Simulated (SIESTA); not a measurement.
# Input and output of a self-consistent single point for CdHClO (P6_3mc, 8 atoms in the cell) (SIESTA)

Method of the run: GGA PBEsol, numerical atomic orbitals DZP, PseudoDojo PBEsol standard norm-conserving potentials (rewritten from UPF to PSML) (SIESTA 5.4.2).

This input was run:

```
# files in the folder: Cd.psml H.psml Cl.psml O.psml (PseudoDojo PBEsol standard)
SystemName  CdHClO
SystemLabel cdhclo

NumberOfAtoms                8
NumberOfSpecies              4
%block ChemicalSpeciesLabel
  1 48 Cd
  2 1 H
  3 17 Cl
  4 8 O
%endblock ChemicalSpeciesLabel
LatticeConstant              1.0 Ang
%block LatticeVectors
     3.707301000    0.000000000    0.000000000
    -1.853651000    3.210617000    0.000000000
     0.000000000    0.000000000   10.342435000
%endblock LatticeVectors
AtomicCoordinatesFormat      Fractional
%block AtomicCoordinatesAndAtomicSpecies
     0.666667000    0.333333000    0.492190000  1
     0.333333000    0.666667000    0.992190000  1
     0.000000000    0.000000000    0.318420000  2
     0.000000000    0.000000000    0.818420000  2
     0.666667000    0.333333000    0.155740000  3
     0.333333000    0.666667000    0.655740000  3
     0.000000000    0.000000000    0.413240000  4
     0.000000000    0.000000000    0.913240000  4
%endblock AtomicCoordinatesAndAtomicSpecies

XC.functional                GGA
XC.authors                   PBEsol
PAO.BasisSize                DZP
PAO.EnergyShift              0.005 Ry
MeshCutoff                   350 Ry
%block kgrid.MonkhorstPack
    7   0   0  0.0
    0   7   0  0.0
    0   0   3  0.0
%endblock kgrid.MonkhorstPack
OccupationFunction           FD
ElectronicTemperature        10 K

MaxSCFIterations             150
SCF.Mixer.Method             Broyden
SCF.Mixer.Weight             0.1
SCF.Mixer.History            8
SCF.DM.Tolerance             1.0E-05
Diag.ParallelOverK           true
WriteForces                  true
```

The program printed (abridged):

```
reinit: Reading from file input.fdf

reinit: System Name: CdHClO
reinit: System Label: cdhclo

coor:   Atomic-coordinates input format  =     Fractional

siesta: Atomic coordinates (Bohr) and species
siesta:      3.50289   2.02239   9.61954  1        1
siesta:     -0.00000   4.04479  19.39173  1        2
siesta:      0.00000   0.00000   6.22332  2        3
siesta:      0.00000   0.00000  15.99550  2        4
siesta:      3.50289   2.02239   3.04384  3        5
siesta:     -0.00000   4.04479  12.81602  3        6
siesta:      0.00000   0.00000   8.07652  4        7
siesta:      0.00000   0.00000  17.84870  4        8

siesta: System type = bulk

initatomlists: Number of atoms, orbitals, and projectors:      8   100   108

siesta: ******************** Simulation parameters ****************************
redata: Spin configuration                          = none
redata: Time-Reversal Symmetry                      = T
redata: Number of Atomic Species                    =        4
redata: Mesh Cutoff                                 =   350.0000 Ry
redata: Net charge of the system                    =     0.0000 |e|
redata: Min. number of SCF Iter                     =        0
redata: Max. number of SCF Iter                     =      150
redata: SCF convergence failure will abort job
redata: SCF mix quantity                            = Hamiltonian
redata: Mix DM or H after convergence               =   F
redata: Recompute H after scf cycle                 =   F
redata: Mix DM in first SCF step                    =   T
redata: No kicks to SCF
redata: DM Mixing Weight for Kicks                  =     0.5000
redata: Require Harris convergence for SCF          =   F
redata: Harris energy tolerance for SCF             =     0.000100 eV
redata: Require DM convergence for SCF              =   T
redata: DM tolerance for SCF                        =     0.000010
redata: Require EDM convergence for SCF             =   F
redata: EDM tolerance for SCF                       =     0.001000 eV
redata: Require H convergence for SCF               =   T
redata: Hamiltonian tolerance for SCF               =     0.001000 eV
redata: Require (free) Energy convergence for SCF   =   F
redata: (free) Energy tolerance for SCF             =     0.000100 eV
redata: Using DFT-D3 dispersion                     =   F
redata: Using Saved Data (generic)                  =   F
redata: Method of Calculation                       = Diagonalization
redata: Electronic Temperature                      =    10.0000 K
redata: Number of TDED substeps                     =        3
redata: Dynamics option                             = Single-point calculation
redata: Save all siesta data in one NC              =   F
redata: ***********************************************************************

%block SCF.Mixers
  Broyden
%endblock SCF.Mixers

%block SCF.Mixer.Broyden
  # Mixing method
  method broyden

  # Mixing options
  weight 0.1000
  weight.linear 0.1000
  weight.prime 0.1000
  history 8
%endblock SCF.Mixer.Broyden

DM_history_depth set to one: no extrapolation allowed by default for geometry relaxation
Size of DM history Fstack: 1
Total number of electrons:    68.000000
Total ionic charge:    68.000000

* ProcessorY, Blocksize:    1  64

* Orbital distribution balance (max,min):   100   100

 Kpoints in:           84 . Kpoints trimmed:           74

siesta: k-grid: Number of k-points = 74
siesta: k-points from Monkhorst-Pack grid
siesta: k-cutoff (effective) =    12.976 Ang
siesta: k-point supercell and displacements
siesta: k-grid:     7     0     0      0.000
siesta: k-grid:     0     7     0      0.000
siesta: k-grid:     0     0     3      0.000

diag: Algorithm                                     = D&C
diag: Parallel over k                               =   F
diag: Use parallel 2D distribution                  =   F
diag: Parallel block-size                           = 64
diag: Parallel distribution                         =     1 x     1
diag: Used triangular part                          = Lower
diag: Absolute tolerance                            =  0.100E-15
diag: Orthogonalization factor                      =  0.100E-05
diag: Memory factor                                 =  1.0000

superc: Internal auxiliary supercell:     7 x     7 x     3  =     147
superc: Number of atoms, orbitals, and projectors:   1176  14700  15876

                        Single-point calculation

superc: Internal auxiliary supercell:     7 x     7 x     3  =     147
superc: Number of atoms, orbitals, and projectors:   1176  14700  15876

outcell: Unit cell vectors (Ang):
        3.707301    0.000000    0.000000
       -1.853651    3.210617    0.000000
        0.000000    0.000000   10.342435

outcell: Cell vector modules (Ang)   :    3.707301    3.707301   10.342435
outcell: Cell angles (23,13,12) (deg):     90.0000     90.0000    120.0000
outcell: Cell volume (Ang**3)        :    123.1031
new_DM -- step:     1
Initializing Density Matrix...

Attempting to read DM from file... Failed...
DM filled with atomic data:

InitMesh: MESH = 40 x 40 x 120 = 192000
InitMesh: Mesh cutoff (required, used) =   350.000   372.065 Ry

stepf: Fermi-Dirac step function

        iscf     Eharris(eV)        E_KS(eV)     FreeEng(eV)     dDmax    Ef(eV) dHmax(eV)
   scf:    1   -11335.799137   -11348.218415   -11348.218415  1.588033 -4.994078  9.921646
   scf:    2   -11354.958104   -11351.777711   -11351.777711  0.097650 -5.671461  7.362438
   scf:    3   -11356.349044   -11355.573882   -11355.573882  0.311825 -5.447719  1.554508
   scf:    4   -11354.002749   -11354.897980   -11354.897980  0.058589 -5.415644  4.151286
   scf:    5   -11356.013979   -11355.717310   -11355.717310  0.059174 -5.764502  0.223884
   scf:    6   -11355.724359   -11355.721268   -11355.721268  0.005062 -5.769970  0.074391
   [... 10 lines left out ...]
   scf:   17   -11355.723324   -11355.723324   -11355.723324  0.000020 -5.788414  0.000659
   scf:   18   -11355.723324   -11355.723324   -11355.723324  0.000020 -5.788442  0.000537
   scf:   19   -11355.723324   -11355.723324   -11355.723324  0.000017 -5.788468  0.000434
   scf:   20   -11355.723324   -11355.723324   -11355.723324  0.000012 -5.788490  0.000357
   scf:   21   -11355.723324   -11355.723324   -11355.723324  0.000009 -5.788509  0.000298

SCF Convergence by DM+H criterion
max |DM_out - DM_in|         :     0.0000089426
max |H_out - H_in|      (eV) :     0.0002982956
SCF cycle converged after 21 iterations

Using DM_out to compute the final energy and forces

siesta: E_KS(eV) =           -11355.7233

siesta: E_KS - E_eggbox =    -11355.7233

siesta: Atomic forces (eV/Ang):
     1    0.000024   -0.000014   -0.046220
     2   -0.000024    0.000014   -0.046220
     3   -0.000004    0.000002   -0.731326
     4    0.000004   -0.000002   -0.731326
     5   -0.000027    0.000016   -0.111720
     6    0.000027   -0.000016   -0.111720
     7   -0.000041    0.000023    0.891302
     8    0.000041   -0.000023    0.891302
   Tot   -0.000000   -0.000000    0.004072
   Max    0.891302
   Res    0.334648    sqrt( Sum f_i^2 / 3N )
   Max    0.891302    constrained

Stress tensor Voigt[x,y,z,yz,xz,xy] (kbar):       30.69       30.72        9.70        0.00       -0.00        0.03
(Free)E + p*V (eV/cell)   -11357.5445
Target enthalpy (eV/cell)   -11355.7233

siesta: Program's energy decomposition (eV):
siesta: Ebs     =     -1853.043389
siesta: Eions   =     16637.620995
siesta: Ena     =      2560.999457
siesta: Ekin    =      4290.317914
siesta: Enl     =       189.305969
siesta: Eso     =         0.000000
siesta: Edftu   =         0.000000
siesta: DEna    =        33.126810
siesta: DUscf   =         2.575067
siesta: DUext   =         0.000000
siesta: Ex      =     -1678.594242
siesta: Ec      =      -115.833303
siesta: Exc     =     -1794.427546
siesta: Eharris =    -11355.723324
siesta: Etot    =    -11355.723324
siesta: FreeEng =    -11355.723324

siesta: Atomic forces (eV/Ang):
siesta:      1    0.000024   -0.000014   -0.046220
siesta:      2   -0.000024    0.000014   -0.046220
siesta:      3   -0.000004    0.000002   -0.731326
siesta:      4    0.000004   -0.000002   -0.731326
siesta:      5   -0.000027    0.000016   -0.111720
siesta:      6    0.000027   -0.000016   -0.111720
siesta:      7   -0.000041    0.000023    0.891302
siesta:      8    0.000041   -0.000023    0.891302
siesta: ----------------------------------------
siesta:    Tot   -0.000000   -0.000000    0.004072

siesta: Stress tensor (static) (eV/Ang**3):
siesta:     0.019153    0.000018    0.000000
siesta:     0.000018    0.019174   -0.000000
siesta:    -0.000000    0.000000    0.006054

siesta: Cell volume =        123.103145 Ang**3

siesta: Pressure (static):
siesta:                Solid            Molecule  Units
siesta:          -0.00016112         -0.00021883  Ry/Bohr**3
siesta:          -0.01479352         -0.02009213  eV/Ang**3
siesta:         -23.70182657        -32.19113989  kBar
```

The run converged in 21 iterations.

The starting cell comes from a database of computed structures (which also holds hypothetical and non-ambient phases and stackings), without a prior relaxation at this level. Its lattice was rescaled by a random factor within 2.5 % of one. Values carry the incompleteness of an atom-centred basis.

Cost on one core of a shared machine: roughly 40 s.
